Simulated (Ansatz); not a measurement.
Start from MgS in the rock salt structure (space group Fm-3m, No. 225; a = 5.155 Å).

The values are results of PBE-D3(BJ) in Ansatz (plane waves to 420 eV, PAW, no spin-orbit coupling), not measurements.

Base values:

* **Gap character**: indirect, Γ → X

Now apply this change: electron doping at 1.5×10^21 cm⁻³ (0.0514 per cell), with a uniform compensating background at fixed cell and a 300 K Fermi–Dirac width.

Question: Predict the new Fermi level from band edge and gap character.

Answer: The Fermi level relative to the doped band's edge (positive inside the band; to 0.05 eV) amounts to +0.55 eV; the gap character remains indirect, Γ → X.

Carriers are added with a uniform compensating background; total energy and stress of such cells depend on the potential's zero and are not compared; many-body gap narrowing is missing at this level. Whether these cells are dynamically stable was not tested. The base started in Pnma and relaxed to Fm-3m at this level.

Ansatz is a program for electronic structure.
